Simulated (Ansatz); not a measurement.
The parent structure is MgTe in the zinc blende structure (space group F-43m, No. 216; a = 6.368 Å). Axes: x, y, z lie along the cube axes.

Level of theory: LDA (Ansatz, an electronic-structure program), without spin-orbit coupling.

Base values:

The band gap is 2.38 eV.

Perturbation: compressive biaxial strain of 1.67 % in the plane normal to [111], as in epitaxy on a mismatched substrate; the out-of-plane cell vector and the atoms relax.

Problem. What happens to the band gap?

Solution. The band gap is still 2.38 eV.

Problem. What does the calculation give for the ratio −ε⊥/ε∥ after the change?

Solution. The ratio −ε⊥/ε∥ is 0.89.

Spin-orbit coupling, missing from the scalar runs, can matter with Te. Stability against distortions was not tested.
